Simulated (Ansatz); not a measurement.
# Step by step: surface energy of the Si(110) slab with 4 F, the mean of its two faces, with the listed reservoirs for the atoms in excess

We look at the surface energy of the Si(110) slab with 4 F, the mean of its two faces, with the listed reservoirs for the atoms in excess. Reaction: 16 Si (diamond) + 2 F2 (gas) → cell A.

A: a slab of Si (diamond, Fd-3m) cut along (110), 20 atoms, rectangular cell of 3.87 × 5.47 Å (21.2 Å²), symmetry Pmna, 16.2 Å thick under 16 Å of vacuum, in-plane vectors held at the crystal's; planes from bottom to top: F2 | Si2 × 8 | F2; added, foreign or displaced atoms, above the top plane and below the bottom plane: four times F bound to 1 Si at 1.62 Å; spin state with PBE: run without spin.

Setting: static, neutral cells in Ansatz (PAW) whose structures rest at the PBE level. Ansatz (a quantum-chemistry and plane-wave program) runs with its default PAW set. Other levels take these structures. The lattices are those relaxed with PBE, so at other levels the solids can be strained, which adds to the spread. Larger cells are relaxed from a start prepared with the learned potential CHGNet till forces fall under 0.03 eV/Å, which some starts already meet. A dispersion term (D3(BJ), or D4 for r2SCAN) was computed beside these levels and is taken off wherever the name lacks it. Cell A has symmetry Pmna and got no random move, so less symmetric positions, which may lie lower, weren't tried.

Total energies of the cells in eV, at zero smearing width. They compare only within one column; the weights balance every element.

```tsv
cell	atoms	weight	r2SCAN	LDA
A: Si(110) slab with 4 F	20	+1	-13467.02880	-12915.50353
Si (diamond)	2	−8	-1278.13035	-1217.27969
F2 (gas)	2	−2	-1613.70518	-1581.37095
```

r2SCAN: (-13467.02880) − 8 × (-1278.13035) − 2 × (-1613.70518) = -14.5756 eV; dividing by 2 × 21.157 Å² and converting at 16.022 J/m² per eV/Å² gives -5.52 J/m².

LDA: (-12915.50353) − 8 × (-1217.27969) − 2 × (-1581.37095) = -14.5241 eV; dividing by 2 × 21.157 Å² and converting at 16.022 J/m² per eV/Å² gives -5.50 J/m².
